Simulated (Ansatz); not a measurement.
One hop of N vacancy in wurtzite AlN, charge +1 (a nearby N jumps into the vacancy, along (0.00, 1.00, 0.00) of the unit cell), with the cell strained by ±1.5 % along x and y with z held against the relaxed PBE lattice. The numbers are results of PBE, PAW (plane waves to 420 eV; Ansatz, an electronic-structure program), not measurements. Climbing-image NEB, 72 sites, 2×2×2 shifted along c, static nuclei, no finite-size correction.

In the compressed cell the barrier is 4.37 eV, with neighbours at the saddle Al at 1.77, 2 Al at 2.13, 2 Al at 2.20 Å.

What is it in the stretched cell?

4.26 eV, with neighbours at the saddle Al at 1.79, Al at 2.18, Al at 2.19, 2 Al at 2.27 Å. Stretching lowers the barrier by about 0.04 eV for each 1 % of strain.
